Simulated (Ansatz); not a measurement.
Functionals compared on a constructed model of the (0001) surface of hcp Co, ferromagnetic, a pseudomorphic layer of Ir in the host's stacking (bottom of the slab: a bare face, its two planes held), in Ansatz (plane waves, PAW). The structure was relaxed with PBE; the other rows are single points on it. Cutoff 420 eV.

Set-up: 7 atoms, 12.5 Å thick at the start with caps and adatoms (thin: gaps and levels are the slab's own); mesh 17x17x1; 0.1 eV smearing; dipole correction on; 2 atoms held, the rest relaxed; start symmetry kept, larger cells not searched; spin-polarised, ending with about 10.2 μB a cell; orders that need a larger cell were not tried, no spin-orbit, no U. In PBE it is, or lies within 0.01 eV a 1x1 cell of, the lowest of the 2 structures of its composition computed so far; subsurface sites and larger cells were not tried. These notes are the PBE run's.

| functional | work function of the top face (eV) | magnetic moment of the cell (μB) | rough cost of the single point |
|---|---|---|---|
| PBE | 5.39 | 10.20 | – |
| RPBE | 5.23 | 10.29 | very roughly 2.3 core-minutes |

Ansatz is a first-principles code.
